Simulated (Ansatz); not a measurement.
Consider a (9,0) GaN nanotube.

Levels: PBE (plane waves to 420 eV, PAW; Ansatz, a program for electronic structure); PBE with spin-orbit coupling run with Ansatz. Unmarked values and the geometry are of the first. Mesh 1×1×6. No spin polarisation. One-dimensional cell, images about 11 Å apart. A hypothetical model, rolled from the flat sheet. Only distortions within the start's symmetry and period were free.

Problem. Predict its relaxed size, energy and electronic structure.

Solution. 
```
Quantity                                                                  Value
---------------------------------------------------------  --------------------
period along the axis (36 atoms)                                        5.536 Å
mean diameter                                                            9.32 Å
radii of the innermost and outermost atoms                      4.60 and 4.72 Å
energy over the flat sheet                                         +48 meV/atom
PBE gap                                                    1.99 eV, direct at Γ
electron mass along the axis (PBE)                                      0.23 mₑ
hole mass along the axis (PBE)                                           1.3 mₑ
valence and conduction edges under the vacuum level (PBE)      5.55 and 3.55 eV
PBE+SOC gap at this geometry                                            1.99 eV
```
